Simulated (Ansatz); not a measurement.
The reference is MoS₂ in the 3R-MoS2 type structure (space group R3m, No. 160; a = 3.1531 Å, c = 17.9913 Å (hexagonal axes); layered, stacked along the Cartesian z axis).

Level of theory: PBE-D3(BJ)/PAW in Ansatz (a first-principles code), no spin-orbit coupling.

Before the change:

```
Item                Value
---------------  --------
Volume per atom  17.21 Å³
```

Modification: a negative pressure, −1 GPa.

Problem. How does this affect the mean gap deformation potential ΔEg/Δln V?

Solution. The mean gap deformation potential ΔEg/Δln V comes out as +4.3 eV.

Problem. How does this affect the volume per atom?

Solution. The volume per atom grows by 0.44 Å³ to 17.65 Å³.

Load acts through the strain it causes; cell and atoms are relaxed under it. Semilocal Kohn–Sham gaps tend to fall short of experiment. Stability against distortions was not tested.
